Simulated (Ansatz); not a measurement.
Start from PbTe in the rock salt structure (space group Fm-3m, No. 225; a = 6.4420 Å).

One thing is altered: every lattice vector is stretched by 5.59 %, atoms relaxed at fixed cell.

Levels (all Ansatz, a quantum-chemistry and plane-wave program, PAW): PBEsol (420 eV, without spin-orbit coupling); r2SCAN (500 eV, no spin-orbit coupling); HSE06 (420 eV, spin-orbit coupling left out).

At the geometry relaxed with PBEsol, these levels gave the following band gaps, in shuffled order: (a) 1.42 eV, (b) 0.92 eV, (c) 1.28 eV.

### Question
Match each gap to its level.

### Answer
(a) HSE06; (b) PBEsol; (c) r2SCAN.

Single points use the geometry relaxed with PBEsol. HSE06 gaps are upper bounds (no full band path). With Pb and Te present, leaving out spin-orbit coupling can change the band edges. The cells carry an imposed strain or load. Whether these cells are dynamically stable was not tested.
